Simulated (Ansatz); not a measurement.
The starting structures come from a database of crystals and need not be the phases stable at ambient conditions.

By PBEsol, the system below comes out a metal.

Given:

```
CELL_PARAMETERS angstrom
      7.41191     0.00000     0.00000
     -3.70595     6.41890     0.00000
      3.70595     2.13963     3.02590
ATOMIC_POSITIONS crystal
  Nb 0.25000 0.75000 0.75000
  Nb 0.75000 0.25000 0.25000
  Nb 0.75000 0.00000 0.75000
  Nb 0.25000 0.00000 0.25000
  Nb 0.50000 0.50000 0.75000
  Nb 0.50000 0.50000 0.25000
  Au 0.00000 0.50000 0.50000
  Au 0.00000 0.00000 0.00000
```

Space group of this cell: Pm-3n, A15 (Cr3Si type). The cell is taken as given; by PBEsol its mean pressure is -7.0 GPa.

The current flows along the normal of the first two printed cell vectors, the (111) plane of the conventional cell. No spin-orbit coupling; the value is a mean over 0.1 eV about the Fermi level.

**Question.** Compute, with PBEsol (Ansatz, a quantum-chemistry and plane-wave program), the ballistic conductance per area.

**Answer.** 0.76 × 10¹⁵ S/m² for both spins.
